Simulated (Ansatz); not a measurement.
We consider BeH2 (Ibam, No. 72), described by HSE06 (Ansatz, a first-principles code, PAW).

Settings: plane-wave cutoff 500 eV, 6×6×6 k mesh, gaussian smearing 0.02 eV, scalar-relativistic PAW data made under PBE.

Cell (relaxed with r²SCAN):

```
CELL_PARAMETERS angstrom
     -2.05064     4.47651     3.81808
      2.05064    -4.47651     3.81808
      2.05064     4.47651    -3.81808
ATOMIC_POSITIONS crystal
  Be 0.25000 0.75000 0.50000
  Be 0.75000 0.25000 0.50000
  Be 0.16810 0.62252 0.79062
  Be 0.83190 0.37748 0.20938
  Be 0.33190 0.12252 0.45442
  Be 0.66810 0.87748 0.54558
  H  0.56354 0.37708 0.63694
  H  0.43646 0.62292 0.36306
  H  0.74014 0.92660 0.36306
  H  0.25986 0.07340 0.63694
  H  0.93646 0.57340 0.81354
  H  0.06354 0.42660 0.18646
  H  0.75986 0.12292 0.18646
  H  0.24014 0.87708 0.81354
  H  0.68907 0.22296 0.91203
  H  0.31093 0.77704 0.08797
  H  0.81093 0.72296 0.53388
  H  0.18907 0.27704 0.46612
```

### Question
Predict the band gap.

### Answer

band gap: 6.72 eV (on the SCF k mesh)

Note: cell and atoms aren't relaxed at this level (largest force component 0.03 eV/Å).
